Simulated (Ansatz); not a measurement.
The starting structures come from a database of crystals and need not be the phases stable at ambient conditions.

 Where the default PAW files enter, the runs use the earlier of Ansatz's two default sets.

Inside the gap of an insulator the Bloch states are evanescent, with a wavenumber k + iκ along the transport direction.

Here is the system:

```
LiTaF6
1.0
    5.16934     0.00000     0.00000
    2.58467     4.47678     0.00000
    2.58467     1.49226     4.52600
Li Ta F
1 1 6
Cartesian
  5.16934   2.98452   2.26300
  0.00000   0.00000   0.00000
  5.71548   1.46261   1.10422
  4.62320   4.50643   3.42178
  3.57826   3.27250   1.10422
  6.76042   2.69654   3.42178
  6.21428   4.21844   1.10422
  4.12440   1.75060   3.42178
```

Space group of this cell: R-3. The cell is taken as given; by r2SCAN its mean pressure is -0.7 GPa.

Transport runs along the normal of the first two printed cell vectors, the (001) plane of the conventional cell.

No gap correction and no spin-orbit coupling; mid-gap values are interpolated between computed energies.

Task: Estimate the band gap and the smallest decay constant κ at mid-gap that r2SCAN (Ansatz, a quantum-chemistry and plane-wave program) returns for this system.

Result: Gap 7.06 eV on a 8×8×8 mesh; κ = 0.634 1/Å, at the zone centre.
